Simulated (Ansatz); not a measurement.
**Short convergence ladders for the (001) slab of Mg (cut from a parent of space group no. 194; 4 atoms in the cell)**

```
Mg
1.0
    3.20037     0.00000     0.00000
   -1.60018     2.77160     0.00000
    0.00000     0.00000    21.79160
Mg
4
Direct
  0.66667   0.33333   0.44041
  0.33333   0.66667   0.32122
  0.66667   0.33333   0.67878
  0.33333   0.66667   0.55959
```

Base method: LDA (PW92), PAW files made with PBE (plane waves; Ansatz, a quantum-chemistry and plane-wave program).

Base settings: basis.ecutwfc = 420 eV; kpoints.mp_grid.grid = 11 11 1; hamiltonian.xc = lda; hamiltonian.pseudopotentials = {kind: paw} (the program's default PAW files); scf.occupations.method = fermi_dirac; scf.occupations.width = 0.1 eV.

The count of work is k-points × plane waves × bands × iterations; it is no time. 

**The plane-wave cutoff**

The mesh stays at the base's, so the ladder's end is converged at best in this setting alone.

Only quantities that move along the ladder and can be compared are tabulated.

| basis.ecutwfc | free energy less the last step's (meV/atom) | largest difference of a force vector from the last step's (eV/Å) | count of work / last |
|---|---|---|---|
| 210 eV | 1454.83 | 0.014 | 0.13 |
| 250 eV | 281.90 | 0.001 | 0.16 |
| 295 eV | 39.70 | 0.001 | 0.21 |
| 355 eV | 1.91 | 0.000 | 0.27 |
| 420 eV | 0.33 | 0.000 | 0.36 |
| 505 eV | 0.14 | 0.000 | 0.47 |
| 630 eV | 0.08 | 0.000 | 0.66 |
| 840 eV | 0.00 | 0.000 | 1.0 |

Coarsest basis.ecutwfc that holds the free energy within 1 meV/atom of the last step, with all finer ones: 420 eV, at 0.36 of the last step's count of work; the step before is off by 1.9 meV/atom.

Coarsest basis.ecutwfc that holds the forces within 0.005 eV/Å of the last step, with all finer ones: 250 eV, at 0.16 of the last step's count of work; the step before is off by 0.014 eV/Å.

**The depth of the relaxed slab**

On the (001) slab of Mg (cut from a parent of space group no. 194; 2 atoms in the cell), and deeper slabs.

In this ladder: relax = atoms; relax.f_tol = 0.02 eV/Å.

Surface energy = (E_slab − N e_bulk)/2A, with e_bulk from the bulk crystal on its finest mesh (392 k-points); errors per atom of slab and bulk, whose meshes differ, grow with N.

The mesh stays at the base's, so the ladder's end is converged at best in this setting alone.

Only quantities that move along the ladder and can be compared are tabulated.

```tsv
atoms	surface energy (J/m²)	relaxation steps
2	0.658	3
6	0.590	3
8	0.582	3
10	0.564	4
```

State of the surface energy at the end of the ladder: still drifting one way, by 0.026 J/m² over the last two steps, so the last step is no safe reference.

On the base run: the starting cell has typed, rounded lattice constants, without a prior relaxation at this level. The slab is cut from that crystal, and its faces are unrelaxed. Its lattice was rescaled by up to half a per cent.

Keys are those of Ansatz 0.2.
